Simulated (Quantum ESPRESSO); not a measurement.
**Habitual settings against a tight run: KRb3 (I4/mmm, 4 atoms in the cell)**

Self-consistent single point.

```
KRb3
1.0
   -3.56495     3.56495     7.11590
    3.56495    -3.56495     7.11590
    3.56495     3.56495    -7.11590
K Rb
1 3
Cartesian
  0.00000   0.00000   0.00000
  0.00000   3.56495   3.55795
  3.56495   0.00000   3.55795
  0.00000   0.00000   7.11590
```

Method of the run: LDA (PW92), PseudoDojo standard norm-conserving (LDA) pseudopotentials (plane waves; Quantum ESPRESSO).

Base settings: ecutwfc = 75 Ry; occupations = smearing; smearing = cold; degauss = 0.0036749 Ry; potentials = {K: K.upf, Rb: Rb.upf}; K_POINTS = automatic 5 5 5 0 0 0; conv_thr = 1e-08 Ry.

Tight run (finer mesh or higher cutoff; not a proven limit): ecutwfc: 75 Ry → 105 Ry; conv_thr: 1e-08 Ry → 7.3e-11 Ry; K_POINTS: automatic 5 5 5 0 0 0 → automatic 7 7 7 0 0 0. It gave Fermi level (on the code's own zero) 1.55 eV; pressure -0.51 GPa.

Quick runs, as changes from the base:
- A: the base itself
- B: ecutwfc: 75 Ry → 45 Ry; K_POINTS: automatic 5 5 5 0 0 0 → automatic 3 3 3 1 1 1
- C: ecutwfc: 75 Ry → 60 Ry; smearing: cold → gauss; degauss: 0.0036749 Ry → 0.019992 Ry; conv_thr: 1e-08 Ry → 7.3e-06 Ry; K_POINTS: automatic 5 5 5 0 0 0 → automatic 6 6 6 0 0 0
- D: ecutwfc: 75 Ry → 45 Ry; K_POINTS: automatic 5 5 5 0 0 0 → automatic 6 6 6 0 0 0
- E: ecutwfc: 75 Ry → 45 Ry; degauss: 0.0036749 Ry → 0.0147 Ry; K_POINTS: automatic 5 5 5 0 0 0 → automatic 1 1 1 0 0 0

Energies are extrapolated to zero smearing width, which holds to low order in the width alone (under cold and Methfessel-Paxton smearing the free energy itself is taken).

Dashes: time of B, E, under 30 s.

The count of work is k-points × plane waves × bands × iterations; it is no time. Core times come from one kind of shared machine and are given to one figure; runs under 30 s give none.

The starting cell comes from a database of computed structures (which also holds hypothetical and non-ambient phases and stackings), without a prior relaxation at this level. Its lattice was rescaled by a random factor within 2.5 % of one.

```tsv
run	energy less tight (meV/atom)	pressure less tight (GPa)	count of work / tight	core time / tight (rough)
A	-3.1	0.00	0.20	0.2
B	55.2	-0.30	0.032	–
C	0.5	-0.03	0.16	0.1
D	32.8	-0.33	0.13	0.1
E	127.9	-1.03	0.0062	–
```

Among the runs at the tight run's level, the energy misses run from 0.5 to 127.9 meV/atom.

Left out of this page: 1 run of the series outside the window shown, repeating another row's setting, or not comparable.
